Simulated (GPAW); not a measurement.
Band structure of BaTlO3 (Pm-3m, 5 atoms in the cell).

```xyz
5
Lattice="4.3502 0.0000 0.0000 0.0000 4.3502 0.0000 0.0000 0.0000 4.3502" Properties=species:S:1:pos:R:3 pbc="T T T"
Ba     0.0000     0.0000     0.0000
Tl     2.1751     2.1751     2.1751
O      2.1751     2.1751     0.0000
O      0.0000     2.1751     2.1751
O      2.1751     0.0000     2.1751
```

Method: PBEsol, GPAW PAW datasets PBEsol (made by gpaw-setup) (plane waves; GPAW).

Settings: mode = pw; ecut = 900 eV; xc = PBEsol; kpts = 8 8 8; mesh shift (steps) = 0 0 0; occupations.name = methfessel-paxton; occupations.width = 0.272 eV; occupations.order = 0; nbands = -13; convergence.density = 1e-05 e/electron; symmetry.symmorphic = false; symmetry.tolerance = 0.0005; maxiter = 150; bandpath_npoints = 40.

The starting cell comes from a database of computed structures (which also holds hypothetical and non-ambient phases and stackings), without a prior relaxation at this level. Spin-orbit coupling is off.

Levels in eV from the Fermi level, bands 18 to 24:
```tsv
point	18	19	20	21	22	23	24
Γ	-0.87	-0.58	-0.58	-0.58	0.35	4.70	4.70
X	-0.99	-0.99	-0.65	-0.65	4.43	6.14	6.21
M	-1.07	-1.07	-0.12	0.80	5.79	6.97	7.34
R	-0.07	-0.07	0.81	0.81	5.13	5.13	5.13
```

Bands cross the Fermi level along this path, so the cell is metallic at this level.
